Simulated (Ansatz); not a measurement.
Base system: SrTiO3 in the cubic perovskite structure (space group Pm-3m, No. 221; a = 3.891 Å).

Computed with Ansatz (an electronic-structure program) PBEsol, without spin-orbit coupling.

Strains are applied to the cell and any free atomic positions relax.

One change was made to it. Results:

| quantity | base | after |
|---|---|---|
| energy relative to the base (free energy F) | 0 meV/atom | +21 meV/atom |
| pressure | -0.01 GPa | 11.41 GPa |

Question: Name the change that was made.
(A) isotropic strain −1.20 %
(B) isotropic strain −1.80 %
(C) isotropic strain −3.00 %
(D) isotropic strain −0.60 %
(E) isotropic strain −2.40 %

Answer: B, isotropic strain −1.80 %. For comparison, the energy relative to the base in the other runs: isotropic strain −1.20 % gives +9.2 meV/atom; isotropic strain −2.40 % gives +38 meV/atom; isotropic strain −3.00 % gives +61 meV/atom; isotropic strain −0.60 % gives +2.2 meV/atom.

Whether these cells are dynamically stable was not tested. All final runs are without spin polarisation. Many cubic perovskites are stable only at high temperature; tilts and polar distortions were not tested.
